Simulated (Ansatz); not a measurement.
**Step by step: formation energy of EuH4O3 (Pmc2₁) from the elements**

Subject: the formation energy of EuH4O3 (Pmc2₁) from the elements. Reaction: Eu (bcc) + 3/2 O2 (gas) + 2 H2 (gas) → EuH4O3 (Pmc2₁). A negative value means that the right-hand side lies lower. The value is per atom of the solid.

EuH4O3 (Pmc2₁), 16 atoms in the cell; this is a cell whose start was taken from, or built on, an entry of a structure database, and that this text hasn't matched to a measured one; metallic (partly filled levels) with PBE; spin state with PBE: parallel moments, net moment 13.9 μB a cell. Conventional cell: a = 3.6422 Å, b = 6.1520 Å, c = 6.6122 Å, α = β = γ = 90.00°.

Eu (bcc, Im-3m), 1 atom in the cell; spin state with PBE: net moment 7.3 μB a cell.

Setting: static, neutral cells in Ansatz (PAW) whose structures rest at the PBE+D3(BJ) level. Ansatz (a program for electronic structure) runs with its default PAW set. The runs are scalar-relativistic, without spin-orbit coupling. Runs with 4f elements can settle in higher electronic states, so these values are less sure. No search over spin orders was made beyond those shown. Where moments are parallel, another order may lie lower.

Total energies of the cells in eV, at zero smearing width. They compare only within one column; the weights balance every element.

```csv
cell,atoms,weight,PBE+D3(BJ)
EuH4O3 (Pmc2₁),16,+1,-21075.36226
Eu (bcc),1,−2,-8766.75323
O2 (gas),2,−3,-1129.94420
H2 (gas),2,−4,-31.74691
```

PBE+D3(BJ): (-21075.36226) − 2 × (-8766.75323) − 3 × (-1129.94420) − 4 × (-31.74691) = -25.036 eV; dividing by 16 atoms gives -1.56 eV/atom.

What follows from the PBE+D3(BJ) value: A formula unit of EuH4O3 has 8 atoms, so it forms with -1.5647 × 8 = -12.518 eV, or -1207.8 kJ/mol at 96.485 kJ/mol per eV.
